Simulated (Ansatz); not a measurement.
HfO2 (model structure, started from the 3R-MoS2 type, R3m, No. 160, 3 atoms in the cell) was calculated with LDA (plane waves, PAW; Ansatz, a program for electronic structure).

Settings: plane-wave cutoff 520 eV, 14×14×14 k mesh, Fermi–Dirac smearing 0.01 eV, scalar-relativistic PAW data made under PBE.

Cell (relaxed at this level):

```yaml
crystal:
  lattice:
    - [1.53383, 0.88556, 4.63549]
    - [-1.53383, 0.88556, 4.63549]
    - [0.00000, -1.77111, 4.63549]
  atoms:
    - { symbol: Hf, position: [0.99964, 0.99964, 0.99964] }
    - { symbol: O, position: [0.74903, 0.74903, 0.74903] }
    - { symbol: O, position: [0.58463, 0.58463, 0.58463] }
```

Question: Estimate the band gap, smallest direct gap on the k points sampled and direct gap at Γ that the calculation returns.

Answer: 
* **band gap**: 1.20 eV
* **smallest direct gap on the k points sampled**: 1.93 eV
* **direct gap at Γ**: 2.62 eV

Note: the relaxation could raise the start's symmetry but not lower it, so the cell can be a saddle point.

Spin–orbit coupling is not included.

The computed numbers hold no vibrational or temperature effects.

Computing time: roughly 30 core-seconds.

A model structure was made by putting elements into a prototype or built by hand; it is no filed structure, need not be a known phase, and can be a saddle point held by its symmetry.
